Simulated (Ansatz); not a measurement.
Base system: BaTiO3 (space group P4mm, No. 99; a = 3.9728 Å, c = 4.1123 Å). Axes: x, y, z lie along a, b, c of the conventional cell.

All numbers come from r2SCAN in Ansatz (plane waves to 500 eV, PAW, no spin-orbit coupling), earlier PAW set.

Base values:

Band gap: 2.23 eV
Smallest direct gap: 2.70 eV

One thing is altered: strain tensor (xx, yy, zz, yz, xz, xy) = (+1.95, +0.48, −1.52, +0.76, +0.43, +0.46) %, atoms relaxed at fixed cell.

Q: How does this affect the stress?

A: The stress (xx, yy, zz, yz, xz, xy; compression positive) amounts to (-0.56, 0.02, -0.49, -1.40, -0.36, -0.66) GPa.

Q: What happens to the largest internal atomic displacement?

A: The largest internal atomic displacement comes out as 0.119 Å.

Q: How does this affect the band gap?

A: The band gap grows by 0.61 eV to 2.84 eV.

Q: How does this affect the energy relative to the base?

A: The energy falls by 0.8 meV/atom.

Q: Predict the new smallest direct gap.

A: The smallest direct gap increases by 0.58 eV (2.70 eV → 3.28 eV).

Stability against distortions was not tested. All final runs are without spin polarisation. Under strain tensor (xx, yy, zz, yz, xz, xy) = (+1.95, +0.48, −1.52, +0.76, +0.43, +0.46) % the cell ends below the base's energy or with stress of the wrong sign: the atoms slid into a distortion or the cell is elastically unstable, so the base is not a stable minimum at this level.

Ansatz is a program for electronic structure.
